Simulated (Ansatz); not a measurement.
The starting structures come from a database of crystals and need not be the phases stable at ambient conditions.

By PBEsol, the system below comes out a metal.

The ballistic (Sharvin) conductance counts the channels at the Fermi level: G/A = (e²/h) × channels of both spins per area.

Here is the system:

```
PtTe
1.0
    3.96791     0.00000     0.00000
   -1.98396     3.43631     0.00000
    1.98396     1.14544     6.56049
Te Pt
2 2
Direct
  0.20125   0.10063   0.69812
  0.79875   0.89937   0.30188
  0.74155   0.37077   0.88768
  0.25845   0.62923   0.11232
```

Space group of this cell: R-3m. The cell was relaxed by PBE-D3(BJ); by PBEsol its mean pressure is -1.2 GPa.

The current flows along the normal of the first two printed cell vectors, the (001) plane of the conventional cell. No spin-orbit coupling; the value is a mean over 0.1 eV about the Fermi level.

### Question
State the ballistic conductance per area according to PBEsol (Ansatz, an electronic-structure program).

### Answer
0.66 × 10¹⁵ S/m² for both spins.
